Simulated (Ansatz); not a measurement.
We consider MoRh (model structure, started from the CuAu type, P4/mmm, No. 123, 2 atoms in the cell), described by LDA in Ansatz (plane waves, PAW).

Run with plane-wave cutoff 520 eV, 20×20×16 k mesh (along the axes of the cell as run), Fermi–Dirac smearing 0.05 eV, no spin polarisation, scalar-relativistic PAW data made under PBE.

Cell (relaxed at this level):

```cif
data_MoRh
_chemical_formula_sum 'Mo1 Rh1'
_space_group_name_H-M_alt 'P 1'
_space_group_IT_number 1
_cell_length_a 2.69702
_cell_length_b 2.69702
_cell_length_c 3.84743
_cell_angle_alpha 90.000
_cell_angle_beta 90.000
_cell_angle_gamma 90.000
loop_
_space_group_symop_operation_xyz
  'x, y, z'
loop_
_atom_site_label
_atom_site_type_symbol
_atom_site_fract_x
_atom_site_fract_y
_atom_site_fract_z
_atom_site_occupancy
Mo1 Mo 0.50000 0.50000 0.50000 1
Rh1 Rh 0.00000 0.00000 0.00000 1
```

### Question
Give the computed bulk modulus.

### Answer

- bulk modulus = 315 GPa

Note: the run has no spin polarisation, so it can have missed a magnetic state; the bulk modulus is −V dP/dV from two relaxed cells at ±2 % in volume; the relaxation could raise the start's symmetry but not lower it, so the cell can be a saddle point.

Static lattice: no zero-point or thermal effects.

Computing time: roughly 110 core-seconds.

A model structure was made by putting elements into a prototype or built by hand; it is no filed structure, need not be a known phase, and can be a saddle point held by its symmetry.

Ansatz is a first-principles code.
